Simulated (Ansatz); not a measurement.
Results of LDA (plane waves, PAW; Ansatz, an electronic-structure program) for AlB2-type ErB₂.

Run with plane-wave cutoff 500 eV, 18×18×10 k mesh (along the axes of the cell as run), Fermi–Dirac smearing 0.05 eV, spin-polarised start, scalar-relativistic PAW data made under PBE.

Computed at the level's own relaxed cell.

Estimate the volume per atom, equilibrium lattice constant a and c axis length that the calculation returns.


- volume per atom = 10.93 Å³/atom
- equilibrium lattice constant a = 3.169 Å
- c axis length = 3.769 Å

The run finds no gap.

Note: the magnetic order was assumed, not searched for or taken from measurement; the 4f shell is treated without U or exact exchange, so its levels and filling can be wrong; the volume lies 6 % below that of the published cell.

Spin–orbit coupling is not included.
